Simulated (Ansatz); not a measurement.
# GeS (Cmcm, No. 63, 4 atoms in the cell; start mp-12910; a measured phase of this formula has another space group)

The numbers are results of LDA (plane waves, PAW; Ansatz, a program for electronic structure), not measurements.

Settings: plane-wave cutoff 520 eV, 10×10×10 k mesh, Fermi–Dirac smearing 0.01 eV, scalar-relativistic PAW data made under PBE.

Cell (relaxed with PBE-D3(BJ)):

Space group Cmcm (No. 63); a = 3.832 Å, b = 10.618 Å, c = 3.820 Å, α = β = γ = 90.00°

```json
[
 {"atom": "Ge", "site": "4c", "symmetry": "m2m", "x": "0.0000", "y": "0.1309", "z": "0.2500"},
 {"atom": "S", "site": "4c", "symmetry": "m2m", "x": "0.0000", "y": "0.3555", "z": "0.2500"}
]
```
(The calculation used a cell of 4 atoms; values per cell refer to that cell.)

```json
{
  "band_gap": "0.16 eV (indirect)",
  "smallest_direct_gap_on_the_k_points_sampled": "0.77 eV",
  "Γ–Γ gap": "4.15 eV"
}
```

Note: cell and atoms aren't relaxed at this level (pressure -2.8 GPa).

Spin–orbit coupling is not included.

Computed values are for the static lattice.

It cost very roughly 60 core-seconds of CPU time.

A start named mp-… is a Materials Project structure, which need not be a measured phase.
